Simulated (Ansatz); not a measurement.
Base system: ZrSe2 in the CdI2 type structure (space group P-3m1, No. 164; a = 3.735 Å, c = 6.032 Å; layered, stacked along the Cartesian z axis). Axes: x lies along a and z along c of the hexagonal cell.

Level of theory: PBE-D3(BJ) (Ansatz, an electronic-structure program), no spin-orbit coupling.

For the base:

- Band gap = zero
- Pressure = 0.0 GPa
- Smallest direct gap = 0.95 eV
- Gap character = absent

The change: uniaxial strain ε_zz = +2.50 %, all other strain components held at zero; the atoms relax in the strained cell.

Problem. Estimate the effect on the band gap, pressure, smallest direct gap and gap character.

Solution. The band gap goes from zero to 0.12 eV; the pressure (mean of the normal stresses, compression positive) goes from zero to -0.4 GPa; the smallest direct gap goes up by 0.11 eV to 1.06 eV; the gap character goes from absent to indirect, Γ → L.

Whether these cells are dynamically stable was not tested. All final runs are without spin polarisation. Gaps under 0.05 eV, about the width of the smearing, are given as zero. A zero or small gap of ZrSe2 can be the functional's error rather than a property of the material.
